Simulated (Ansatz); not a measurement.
Start from MgTe in the zinc blende structure (space group F-43m, No. 216; a = 6.439 Å). Axes: x, y, z lie along the cube axes.

Computed with PBEsol/PAW in Ansatz (a program for electronic structure), no SOC.

Before the change:

- Valley order: Γ 2.35 eV; X along ⟨100⟩ 2.71 eV; L along ⟨111⟩ 3.18 eV

It is then changed as follows: compressive biaxial strain of 2.50 % in the plane normal to [001], as in epitaxy on a mismatched substrate; the out-of-plane cell vector and the atoms relax.

Problem. What happens to the valley order, out-of-plane strain and energy relative to the base?

Solution. The valley order (the lowest conduction-band minima on the path, energy above the VBM, named in the base's zone) goes from Γ 2.35 eV; X along ⟨100⟩ 2.71 eV; L along ⟨111⟩ 3.18 eV to Γ 2.35 eV; X along [010] 2.58 eV; X along [001] 2.74 eV; L along [111] 3.11 eV; the out-of-plane strain is +3.31 %; the energy increases by 4.6 meV/atom.

With Te present, leaving out spin-orbit coupling can change the band edges. The levels and masses belong to the bands next to the band gap. Whether these cells are dynamically stable was not tested.
